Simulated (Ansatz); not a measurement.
An Ansatz (a program for electronic structure) run: PtSe2 with a change (Pt → C); PBE-D3(BJ) (Ansatz, PAW, spin-orbit coupling left out).

Input:

Ansatz 0.2 input:
```yaml
crystal:
  lattice:
    - [3.4261588075, 0, 0]
    - [-1.7130794037, 2.9671405647, 0]
    - [0, 0, 4.4769816319]
  atoms:
    - { symbol: C, position: [0, 0, 0] }
    - { symbol: Se, position: [0.6666666667, 0.3333333333, 0.2907186938] }
    - { symbol: Se, position: [0.3333333333, 0.6666666667, 0.7092813062] }
basis: { ecutwfc: 420, ecutrho_ratio: 4, xc_grid: 2, fft_grid_basis: typed }
kpoints: { mp_grid: { grid: [16, 16, 11] } }
hamiltonian:
  xc: pbe
  dispersion: d3bj
  pseudopotentials: { kind: paw }
scf: { occupations: { method: fermi_dirac, width: 0.05 }, convergence: { dr2_threshold: 0.0000000003 } }
output: { forces: true, stress: true }
checkpoint: { write: state.ck, write_every: 1000 }
```

Output:

```
WARN ansatz: RAYON_NUM_THREADS=1 ignored (pool sized by the plan → 1); use --threads N
Pseudopotentials: kind: paw
Pseudopotential: C, paw, valence charge 4
Pseudopotential: Se, paw, valence charge 16
Functional definition: PBE
Crystal: 3 atoms, lattice volume = 45.513 Å³
Basis set: ecut = 420 eV, 891 PW (Γ), exchange–correlation on 48×48×60 points (8 copies of the dense FFT grid, shifted against one another)
Bands: 22, of which v1, the nominal top of the filled ones, is band 18 counted from 1 (17 counted from 0)
Symmetry: 12 space group operations
Space group: P-3m1 (ITA 164), of the structure as read, at distance tolerance 3.6e-5 Å
k-points: 285 of 2816
Initial density: superposition of atomic densities (neutral atoms: chi_scale 0, normalization atom), corrected by the library's trained network
Initial wavefunctions: pseudopotential atomic-orbital guess
Eigensolver: davidson
Functional: x = pbe(κ = 0.804, μ = 0.2195149727645171), c = pbe(β = 0.06672455060314922)
SCF iter   1: F=—  HF=-11185.730170 eV  |F-HF|=—  |Δ(HF+E_count)|=         —  Δρ=9.69e-3  dr2=8.55e-2  ethr=1.77e-3  ⟨swp⟩=5.4  Hψ=25073  notcnv=0
all-band conjugate gradients solve this SCF's bands
preconditioner: auto → Kerker (q_TF=auto, 2.624 Å⁻¹)
SCF iter   2: F=—  HF=-11185.720254 eV  |F-HF|=—  |Δ(HF+E_count)|=   9.92e-3  Δρ=5.60e-3  dr2=3.13e-2  ethr=2.38e-4  ⟨swp⟩=2.0  Hψ=9333  notcnv=0  defer=2
SCF iter   3: F=—  HF=-11185.714747 eV  |F-HF|=—  |Δ(HF+E_count)|=   5.51e-3  Δρ=7.27e-4  dr2=3.18e-4  ethr=8.69e-5  ⟨swp⟩=2.1  Hψ=8109  notcnv=0  defer=2
SCF iter   4: F=—  HF=-11185.714684 eV  |F-HF|=—  |Δ(HF+E_count)|=   6.32e-5  Δρ=2.91e-4  dr2=5.06e-5  ethr=8.83e-7  ⟨swp⟩=2.0  Hψ=11156  notcnv=0  defer=2
SCF iter   5: F=—  HF=-11185.714677 eV  |F-HF|=—  |Δ(HF+E_count)|=   6.71e-6  Δρ=7.74e-5  dr2=3.97e-6  ethr=1.41e-7  ⟨swp⟩=2.0  Hψ=11316  notcnv=0  defer=2
SCF iter   6: F=—  HF=-11185.714678 eV  |F-HF|=—  |Δ(HF+E_count)|=   8.74e-7  Δρ=2.68e-5  dr2=4.09e-7  ethr=1.10e-8  ⟨swp⟩=2.0  Hψ=8031  notcnv=0  defer=2
SCF iter   7: F=—  HF=-11185.714679 eV  |F-HF|=—  |Δ(HF+E_count)|=   5.49e-7  Δρ=5.12e-6  dr2=1.70e-8  ethr=1.14e-9  ⟨swp⟩=2.0  Hψ=8570  notcnv=0  defer=2
SCF iter   8: F=—  HF=-11185.714679 eV  |F-HF|=—  |Δ(HF+E_count)|=   7.04e-9  Δρ=1.74e-6  dr2=1.91e-9  ethr=4.73e-11  ⟨swp⟩=2.1  Hψ=8827  notcnv=0  defer=2
SCF iter   9: F=-11185.714679 eV  HF=-11185.714679 eV  |F-HF|=1.82e-11  |Δ(HF+E_count)|=  6.09e-10  Δρ=4.49e-7  dr2=1.32e-10  ethr=1.00e-12  ⟨swp⟩=4.0  Hψ=22860  notcnv=0
WARN: dispersion: an atom stands within reach of a switch of its C6 between two reference coordination numbers of its element …
SCF 1 converged in 9 iterations: F = -11185.714679 eV  dr2 = 1.32e-10
SCF converged after 9 iterations
Free energy (F): -11185.714679 eV
Harris-Foulkes:  -11185.714679 eV  (|F-HF|=1.82e-11)
Internal energy: -11185.703920 eV  (E = F + TS)
E sigma→0 (E₀):  -11185.709300 eV
Entropy (-TS):   -0.010759 eV (-3.586 meV/atom)
Fermi energy:    12.212730 eV
--- Per-component energies (eV) ---
  E_band       = -650.560957
  E_kinetic    = 314.793105
  E_local      = -4209.382502  (includes V_loc(G=0)·N_el)
  E_nonlocal   = -1158.925626
  E_hartree    = 2114.183874
  E_xc         = -254.590882
  E_vxc        = -253.557899  (∫ρ·V_xc dr)
  E_paw        = -3922.756697  (= ΣΔE_a)
  E_vpaw       = 428.145264  (= ΣTr[D̂ρ^β])
  E_aug_tail   = -0.001173  (compensation charges beyond the density's cutoff)
  E_ewald      = -4067.961435
  E_disp       = -1.062584  (pairwise vdW)
  E_smearing   = -0.010759  (= −TS)
  E_closure    = 0.000000  (closes the sum)
  Σ components = -11185.714679   (vs F -11185.714679, Δ=0.00e0)
  [band-id]    e_kinetic+e_local+e_nonlocal+2·e_hartree+e_vxc+e_vpaw+e_augmentation_tail = -650.561083   (vs E_band -650.560957, Δ=-1.26e-4)
--- Forces (eV/Å), atoms counted from 1 ---
  atom   1  C      0.00000000     0.00000000     0.00000000
  atom   2  Se    -0.00000000     0.00000000     0.00348067
  atom   3  Se     0.00000000    -0.00000000    -0.00348067
  max |Σ_I F_I| component: 2.96e-31 eV/Å
--- Stress (GPa, compression-positive) ---
       -0.128430       0.000000      -0.000000
       -0.000000      -0.128430      -0.000000
        0.000000      -0.000000       0.249532
  P = ⅓ Tr σ = -0.0024 GPa (-0.024 kbar)
  The stress holds the Pulay correction. Without it, at fixed plane waves, as pw.x and ABINIT print it: P = -0.1051 GPa
  The stress includes an estimate of the error left by incomplete SCF convergence (largest component 0.0001 GPa).
--- Band table ---
  band table: none
```

Whether these cells are dynamically stable was not tested. All final runs are without spin polarisation. The cell was made from PtSe2 by this change: Pt → C; the result is a hypothetical phase, not in the database extracts checked. The D3 term's C6 switches between coordination references near this geometry, which can add small steps to energies.
